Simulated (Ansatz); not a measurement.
For SnCl (P6₃mc, No. 186; start mp-978928), PBE (plane waves, PAW; Ansatz, an electronic-structure program) gives:

- equilibrium lattice constant a: 3.503 Å
- c axis length: 10.202 Å
- bulk modulus: 20.5 GPa
- cohesive energy: 2.85 eV/atom

Problem. What does r²SCAN (Ansatz, plane waves, PAW) give for the same quantities?

Solution. 
- lattice constant a: 3.448 Å (drops by 1.6 %)
- lattice parameter c: 10.406 Å (goes up by 2.0 %)
- bulk modulus: 21.8 GPa (rises by 6.3 %)
- cohesive energy: 2.87 eV/atom (stays essentially unchanged)

Changes are worked out from the printed values.

Unless a cell is named, each level is at its own relaxed cell (PBE 27.11, r²SCAN 26.78 Å³/atom).

Levels without +SOC leave out spin–orbit coupling, which shifts energies and cells of such heavy elements.

Caveats: the bulk modulus is −V dP/dV from two relaxed cells at ±2 % in volume (PBE, r²SCAN); the relaxation could not lower the start's symmetry, so the cell can be a saddle point above a distorted one (PBE, r²SCAN). Ansatz's density-functional and Hartree–Fock values are scalar-relativistic unless marked +SOC, with PAW data made under PBE.

A start named mp-… is a Materials Project structure, which can be a computed phase never made.
